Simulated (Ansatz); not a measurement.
# KTaO3: O → Se

Take KTaO3 in the cubic perovskite structure (space group Pm-3m, No. 221; a = 3.990 Å) as the base.

Modification: full substitution O → Se, then cell and atoms are relaxed.

Calculations: Ansatz (an electronic-structure program) r2SCAN, no spin-orbit coupling. k-mesh 9×9×9 (Γ-centred); smearing 0.05 eV (Fermi–Dirac), for the changed cell.

```tsv
quantity	base	changed	shift
volume per atom	12.71 Å³	26.24 Å³	+13.53 Å³
lattice parameter a	7.540 bohr	9.602 bohr	+2.062 bohr
space group	Pm-3m (No. 221)	Pm-3m (No. 221)	–
shortest interatomic distance	3.770 bohr	4.801 bohr	+1.031 bohr
band gap	2.63 eV	zero	–
```

Final structure:

```
CELL_PARAMETERS angstrom
      5.08124     0.00000     0.00000
      0.00000     5.08124     0.00000
      0.00000     0.00000     5.08124
ATOMIC_POSITIONS crystal
  K  0.00000 0.00000 0.00000
  Ta 0.50000 0.50000 0.50000
  Se 0.00000 0.50000 0.50000
  Se 0.50000 0.50000 0.00000
  Se 0.50000 0.00000 0.50000
```

With Ta present, leaving out spin-orbit coupling can change the band edges. No phonon test of stability was made. As relaxed here, KTaSe3 is a hypothetical phase, not in the database extracts checked. The final runs are not spin-polarised. KTaSe3 has a high density of states at the Fermi level and may be magnetic at this level.
